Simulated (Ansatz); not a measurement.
We consider MgO (P3m1, No. 156, 12 atoms in the cell; start mp-775808; a measured phase of this formula has another space group), described by LDA (plane waves, PAW; Ansatz, a quantum-chemistry and plane-wave program).

Numerical settings: plane-wave cutoff 520 eV, 12×12×4 k mesh (along the axes of the cell as run), Fermi–Dirac smearing 0.01 eV, scalar-relativistic PAW data made under PBE.

Cell (relaxed at this level):

```cif
data_Mg6O6
_chemical_formula_sum 'Mg6 O6'
_space_group_name_H-M_alt 'P 1'
_space_group_IT_number 1
_cell_length_a 3.22570
_cell_length_b 3.22570
_cell_length_c 15.30405
_cell_angle_alpha 90.000
_cell_angle_beta 90.000
_cell_angle_gamma 60.000
loop_
_space_group_symop_operation_xyz
  'x, y, z'
loop_
_atom_site_label
_atom_site_type_symbol
_atom_site_fract_x
_atom_site_fract_y
_atom_site_fract_z
_atom_site_occupancy
Mg1 Mg 0.33335 0.33335 0.64817 1
Mg2 Mg 0.33335 0.33335 0.97934 1
Mg3 Mg 0.00002 0.00002 0.81375 1
Mg4 Mg 0.00002 0.00002 0.48196 1
Mg5 Mg 0.00002 0.00002 0.14754 1
Mg6 Mg 0.66668 0.66668 0.31376 1
O1 O 0.33335 0.33335 0.85162 1
O2 O 0.33335 0.33335 0.52040 1
O3 O 0.00002 0.00002 0.01851 1
O4 O 0.00002 0.00002 0.68603 1
O5 O 0.00002 0.00002 0.35293 1
O6 O 0.66668 0.66668 0.18599 1
```

### Question
Predict the band gap.

### Answer

- band gap = 3.66 eV (on the SCF k mesh)

Note: the relaxation could not lower the start's symmetry, so the cell can be a saddle point above a distorted one.

The computed numbers hold no vibrational or temperature effects.

A start named mp-… is a Materials Project structure, which need not be a measured phase.
